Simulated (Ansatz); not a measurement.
In a free zigzag chain of Os atoms, spin-degenerate bands cross the Fermi level 3 times between Γ and the zone edge.

Computed with PBE (plane waves to 420 eV, PAW; Ansatz, an electronic-structure program). Mesh 1×1×80. Collinear spin, started with parallel moments, which vanish. It repeats along c; a and b span vacuum. A hypothetical model. It keeps the symmetry and period of its start, so it need not be a minimum against all distortions. Pairing along the axis, which can open a gap, is among the distortions not tried. Values not marked SOC lack spin–orbit coupling.

**Question.** What are the conductance and the two-terminal resistance of a perfect, endless piece?

**Answer.** Each crossing on the half of the zone with k > 0 has a partner at −k, so it gives one mode in each direction. Counting spin there are 6 modes, each carrying e²/h = 38.74 μS. G = 6 × 38.74 = 232.4 μS and R = 1/G = 4.30 kΩ, whatever the length. Scattering by phonons, roughness and contacts can only raise R.
